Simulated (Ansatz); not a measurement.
Take MgSe in the rock salt structure (space group Fm-3m, No. 225; a = 5.472 Å) as the base. Axes: x, y, z lie along the cube axes.

The values are results of DFT with r2SCAN, PAW potentials and a 500 eV plane-wave cutoff in Ansatz (a program for electronic structure), scalar-relativistic without spin-orbit coupling, not measurements.

Before the change:

| Property | Result |
|---|---|
| Valley order | X along ⟨100⟩ 2.48 eV; Γ 3.44 eV |
| Valence-band top at Γ | 0.00, 0.00, 0.00 eV |

Now apply this change: biaxial strain −2.08 %, plane normal [111], relaxed out of plane (Cartesian); in-plane vectors clamped, the third vector and the atoms free.

Problem. What happens to the valley order?

Solution. The valley order (the lowest conduction-band minima on the path, energy above the VBM, named in the base's zone) goes from X along ⟨100⟩ 2.48 eV; Γ 3.44 eV to X along [010] 2.40 eV; Γ 3.53 eV.

Problem. How does this affect the energy relative to the base?

Solution. The energy goes up by 8.5 meV/atom.

Problem. What does the calculation give for the out-of-plane strain after the change?

Solution. The out-of-plane strain comes out as +1.08 %.

Problem. Estimate the effect on the valence-band top at Γ.

Solution. The valence-band top at Γ (three highest levels, from the VBM) goes from 0.00, 0.00, 0.00 eV to 0.00, 0.00, -0.34 eV.

The levels and masses belong to the bands next to the band gap. No phonon test of stability was made.
